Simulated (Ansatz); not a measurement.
Results of Hartree–Fock (plane waves, PAW; Ansatz, a first-principles code) for cubic perovskite CsSnI3 (cubic high-temperature phase).

Input file:

Ansatz 0.2 input:
```yaml
crystal:
  lattice:
    - [6.619887682, 0.0, 0.0]
    - [0.0, 6.619887682, 0.0]
    - [0.0, 0.0, 6.619887682]
  atoms:
    - { symbol: Cs, position: [0.0, 0.0, 0.0] }
    - { symbol: Sn, position: [0.5, 0.5, 0.5] }
    - { symbol: I, position: [0.5, 0.0, 0.5] }
    - { symbol: I, position: [0.0, 0.5, 0.5] }
    - { symbol: I, position: [0.5, 0.5, 0.0] }
basis:
  ecutwfc: 460
  ecutrho_ratio: 4
  xc_grid: 2
kpoints:
  mp_grid: { grid: [4, 4, 4] }
hamiltonian:
  xc: hf
  dispersion: none
  pseudopotentials: { kind: paw }
scf:
  occupations: { method: fermi_dirac, width: 0.01 }
  convergence: { dr2_threshold: 0.0000000005 }
output:
  forces: true
  stress: true
  eigenvalues: true
```

**Question.** How many irreducible k-points, plane waves at Γ does the program set up, and what pressure does the run end with?

**Answer.** 10 irreducible k-points, 6619 plane waves at Γ; P = -0.30 GPa, so the cell is stretched on average and its volume would shrink at this level.

Excerpt of the program's output:

```
WARN output.stress: scf.exx.energy_threshold = 1e-6 eV is looser than the 5e-8 eV advised for a stress under a hybrid functional (1e-8 eV for each atom of the …
Crystal: 5 atoms, lattice volume = 290.103 Å³
Basis set: ecut = 460 eV, 6619 PW (Γ), exchange–correlation on 96×96×96 points (8 copies of the dense FFT grid, shifted against one another)
Bands: 45, of which v1, the nominal top of the filled ones, is band 37 counted from 1 (36 counted from 0)
Symmetry: 48 space group operations
Space group: Pm-3m (ITA 221), of the structure as read, at distance tolerance 6.6e-5 Å
k-points: 10 of 64
Functional: x = pbe(κ = 0.804, μ = 0.2195149727645171), c = none, warm-up for x = 0 pbe(κ = 0.804, μ = 0.2195149727645171) + 1 exact, c = none
SCF iter   1: F=—  HF=-33851.524840 eV  |F-HF|=—  |Δ(HF+E_count)|=         —  Δρ=4.94e-3  dr2=1.40e-1
SCF iter   2: F=—  HF=-33851.457762 eV  |F-HF|=—  |Δ(HF+E_count)|=   6.71e-2  Δρ=1.15e-3  dr2=6.53e-3
  ...
Crystal: 5 atoms, lattice volume = 290.103 Å³
Initial density: handed on by an earlier stage of this run
Functional: x = 0 pbe(κ = 0.804, μ = 0.2195149727645171) + 1 exact, c = none
Crystal: 5 atoms, lattice volume = 290.103 Å³
Crystal: 5 atoms, lattice volume = 290.103 Å³
Crystal: 5 atoms, lattice volume = 290.103 Å³
SCF iter   3: F=—  HF=-33927.529177 eV  |F-HF|=—  |Δ(HF+E_count)|=   1.57e-9  Δρ=2.28e-7  dr2=5.31e-10
SCF iter   4: F=-33927.529177 eV  HF=-33927.529177 eV  |F-HF|=8.73e-11  |Δ(HF+E_count)|=  1.02e-10  Δρ=1.15e-7  dr2=1.15e-10
SCF 5 converged in 4 iterations: F = -33927.529177 eV  dr2 = 1.15e-10
Free energy (F): -33927.529177 eV
Internal energy: -33927.529177 eV  (E = F + TS)
E sigma→0 (E₀):  -33927.529177 eV
Fermi energy:    4.016977 eV
--- Forces (eV/Å), atoms counted from 1 ---
  atom   1  Cs     0.00000000     0.00000000    -0.00000000
  atom   2  Sn    -0.00000000     0.00000000     0.00000000
  atom   3  I     -0.00000000     0.00000000     0.00000000
  atom   4  I     -0.00000000     0.00000000     0.00000000
  atom   5  I     -0.00000000     0.00000000     0.00000000
--- Stress (GPa, compression-positive) ---
       -0.304923       0.000000       0.000000
        0.000000      -0.304923      -0.000000
        0.000000      -0.000000      -0.304923
  P = ⅓ Tr σ = -0.3049 GPa (-3.049 kbar)
```

The cell is one volume of an energy–volume scan, off the minimum.

The PAW data were made under PBE.

Note: the cell is over a tenth larger than the published one: the level's own overestimate first of all, though another phase or state, or a fault of the published cell, is possible. Note: held by symmetry at 0 K, a high-temperature phase can be a saddle point.

It cost very roughly 7 core-minutes of CPU time.
